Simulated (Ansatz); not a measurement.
The starting structures come from a database of crystals and need not be the phases stable at ambient conditions.

```
CELL_PARAMETERS angstrom
      7.80053     0.00000     0.00000
      3.90027     7.23194    -0.05486
      0.00000     4.25650     6.53685
ATOMIC_POSITIONS crystal
  Rb 0.82069 0.00000 0.67931
  Rb 0.17931 0.00000 0.32069
  Rb 0.32069 0.00000 0.82069
  Rb 0.67931 0.00000 0.17931
  Rb 0.25000 0.50000 0.25000
  Rb 0.75000 0.50000 0.75000
  Mg 0.25000 0.50000 0.75000
  Mg 0.75000 0.50000 0.25000
  H  0.20984 0.31542 0.97473
  H  0.79016 0.68458 0.02527
  H  0.70984 0.31542 0.20984
  H  0.29016 0.68458 0.79016
  H  0.47473 0.31542 0.70984
  H  0.52527 0.68458 0.29016
  H  0.97473 0.31542 0.47473
  H  0.02527 0.68458 0.52527
  H  0.50000 0.00000 0.50000
  H  0.00000 0.00000 0.00000
```

Space group of this cell: I4/mcm. The cell was relaxed by PBE-D3(BJ).

Transport runs along the normal of the first two printed cell vectors, the (101) plane of the conventional cell.

The gap is the functional's own, uncorrected, and κ follows it; spin-orbit coupling is left out. Mid-gap values are interpolated between the computed energies.

Estimate the band gap and the smallest decay constant κ at mid-gap that r2SCAN (Ansatz, a quantum-chemistry and plane-wave program) returns for this system.

Gap 3.43 eV on a 6×6×6 mesh; κ = 0.370 1/Å, at the zone centre.
